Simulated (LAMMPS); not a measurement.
MD of Cu (fcc) at zero pressure, 2048 atoms, as a crystal; each row is its own run.

Model: classical MD, pair style eam/fs, file CuZr_mm.eam.fs (LAMMPS).

```csv
T (K),volume (Å³/atom)
200,12.122
300,12.166
610,12.307
810,12.398
1020,12.492
1430,12.696
1630,12.847
```

### Question
Fit a straight line, y = a + b x, to these rows (x is the first column, y the second) and predict the run at x = 1220.

### Answer
Least squares gives a = 12.010 and b = 0.0004928. At x = 1220 the fit predicts 12.611 Å³/atom. The run itself gave 12.5850 ± 0.0009 Å³/atom, so the fit is 0.21 % high.

Caution (rows 1430; 1630): this crystal lies over the melting point of about 1370 K that EAM-type CuZr_mm.eam.fs gives, so it is superheated.
